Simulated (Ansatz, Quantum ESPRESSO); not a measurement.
One structure in several programs: AlV2C (P6_3/mmc, 8 atoms in the cell)

Self-consistent single point.

```yaml
crystal:
  lattice:
    - [2.87489, 0.00000, 0.00000]
    - [-1.43745, 2.48973, 0.00000]
    - [0.00000, 0.00000, 13.04716]
  atoms:
    - { symbol: Al, position: [0.33333, 0.66667, 0.25000] }
    - { symbol: Al, position: [0.66667, 0.33333, 0.75000] }
    - { symbol: V, position: [0.33333, 0.66667, 0.58638] }
    - { symbol: V, position: [0.66667, 0.33333, 0.41362] }
    - { symbol: V, position: [0.66667, 0.33333, 0.08638] }
    - { symbol: V, position: [0.33333, 0.66667, 0.91362] }
    - { symbol: C, position: [0.00000, 0.00000, 0.00000] }
    - { symbol: C, position: [0.00000, 0.00000, 0.50000] }
```

Shared settings, as Ansatz (an electronic-structure program) writes them: kpoints.mp_grid.grid = 11 11 2; scf.occupations.method = fermi_dirac; scf.occupations.width = 0.0073 Ry. Potentials and cutoffs stand in the table.

```tsv
code	model	pressure (GPa)	largest force (eV/Å)	cutoff
Quantum ESPRESSO	PBEsol, GBRV 1.5 ultrasoft (PBESOL) pseudopotentials	-1.06	0.359	50 Ry
Ansatz	PBEsol, PAW files made with PBE	-1.10	0.348	30.9 Ry
```

On Ansatz's run: spin polarisation is off.

The spread over the programs that give each value: pressure within 0.04 GPa; largest force within 0.011 eV/Å.

Ansatz's pressure is given at a fixed set of plane waves, as the other plane-wave codes print theirs; with its correction for the finite basis it is -0.87 GPa (the shift of 0.23 GPa shows how far the cutoff is from converged).

The starting cell comes from a database of computed structures (which also holds hypothetical and non-ambient phases and stackings), without a prior relaxation at this level. Its lattice was rescaled by a random factor within 2.5 % of one.

Keys are those of Ansatz 0.2.
